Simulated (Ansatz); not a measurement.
Input and output of a relaxation of cell and atoms for SiSnPt5 (P4/mmm, 7 atoms in the cell) (Ansatz, a quantum-chemistry and plane-wave program).

Method: LDA (PW92), PAW files made with PBE (plane waves; Ansatz).

```yaml
crystal:
  lattice:
    - [4.04672, 0.00000, 0.00000]
    - [0.00000, 4.04672, 0.00000]
    - [0.00000, 0.00000, 7.15583]
  atoms:
    - { symbol: Si, position: [0.00000, 0.00000, 0.50000] }
    - { symbol: Sn, position: [0.50000, 0.50000, 0.00000] }
    - { symbol: Pt, position: [0.00000, 0.50000, 0.29555] }
    - { symbol: Pt, position: [0.00000, 0.50000, 0.70445] }
    - { symbol: Pt, position: [0.50000, 0.00000, 0.29555] }
    - { symbol: Pt, position: [0.50000, 0.00000, 0.70445] }
    - { symbol: Pt, position: [0.00000, 0.00000, 0.00000] }
```

Reference input (self-consistent single point, DFT, LDA (PW92), plane waves, PAW files made with PBE): basis.ecutwfc = 420 eV; kpoints.mp_grid.grid = 5 5 3; hamiltonian.xc = lda; hamiltonian.pseudopotentials = {kind: paw} (the program's default PAW files); scf.occupations.method = fermi_dirac; scf.occupations.width = 0.05 eV. This run's input differs from it in these lines:

```diff
@@ -27,2 +27,4 @@
     width: 0.05
+relax:
+  cell: {}
 output:
```

Output (repeated stretches shortened):

```
   [... SCF lines of the steps left out ...]
relax step   1: F+E_penalty+E_count = -67723.08450719 eV  Δ(F+E_penalty+E_count) = +0.000e0 eV  max|allowed force component| = 2.466e-2 eV/Å  Δτ_max = 0.0000 Å  P = -16.247 GPa  Ω = 117.183 Å³  (8 SCF iters, dr2 threshold 1.00e-7 eV, accepted)
relax step   2: F+E_penalty+E_count = -67723.12770401 eV  Δ(F+E_penalty+E_count) = -4.320e-2 eV  max|allowed force component| = 8.823e-1 eV/Å  Δτ_max = 0.0587 Å  P = +19.454 GPa  Ω = 101.066 Å³  energy of the carried Pulay correction = +3.735e-3 eV  [...]
   [... lines left out ...]
relax step   8: F+E_penalty+E_count = -67723.59497932 eV  Δ(F+E_penalty+E_count) = -2.335e-6 eV  max|allowed force component| = 3.951e-5 eV/Å  Δτ_max = 0.0002 Å  P = +0.000 GPa  Ω = 107.958 Å³  energy of the carried Pulay correction = -2.623e-6 eV  [...]
relax step   9: F+E_penalty+E_count = -67723.59497733 eV  Δ(F+E_penalty+E_count) = +1.996e-6 eV  max|allowed force component| = 3.949e-5 eV/Å  Δτ_max = 0.0000 Å  P = +0.000 GPa  Ω = 107.958 Å³  stress off target by 1.27e-3 GPa  SCF on the basis [...]
basis re-selected at this cell: Δ(F+E_penalty+E_count) = +1.996e-6 eV, ΔP = +0.000 GPa vs the last step
the relaxation is at rest under the 16 symmetry operations that the run kept from its start: a minimum is not shown …
Stability not checked: this state was not tested for a lower state beside it, because too few of the mixer's solves of this state at the end of the SCF gave a …
Free energy (F): -67723.594977 eV
Internal energy: -67723.584342 eV  (E = F + TS)
   [... lines left out ...]
Fermi energy:    20.612653 eV
  cell:  # Å, volume = 107.9577 Å³
   [... lines left out ...]
    - { symbol: Pt, position: [-6.47755843433602e-35, 0.5, 0.2950492458109839] }
    - { symbol: Pt, position: [-4.6370713515172996e-35, 0.5, 0.7049507541890161] }
    - { symbol: Pt, position: [0.5, -7.389834499196361e-36, 0.2950492458109839] }
    - { symbol: Pt, position: [0.5, -7.761650071483009e-36, 0.7049507541890161] }
    - { symbol: Pt, position: [8.302110564056747e-35, 1.1619236633956577e-36, 0.0] }
```

The run converged.  The full log also holds: “iter 4 did not close the SCF: its close was put off for the readings that it lacked (scf_convergence_deferred on its scf_iter line)”. The full log also holds: “iter 5 did not close the SCF: its close was put off for the readings that it lacked (scf_convergence_deferred on its scf_iter line)”.

Summary of the result:
- Free energy E − TS (on the zero of these files): -67723.5950 eV
- Fermi level (on the code's own zero): 20.61 eV
- Pressure: 0.00 GPa
- Final cell: a = 3.9324 Å, b = 3.9324 Å, c = 6.9815 Å, α = 90.00°, β = 90.00°, γ = 90.00°
- Final volume per atom: 15.42 Å³
- Relaxation steps: 9

The starting cell comes from a database of computed structures (which also holds hypothetical and non-ambient phases and stackings), without a prior relaxation at this level. Its lattice was rescaled by a random factor within 2.5 % of one. Spin polarisation is off. The relaxation keeps the symmetry of its start, so its end need not be a minimum. Ansatz's pressure includes its estimate of the finite-basis (Pulay) stress.

Cost on one core of a shared machine: roughly 30 s.

Keys are those of Ansatz 0.2.
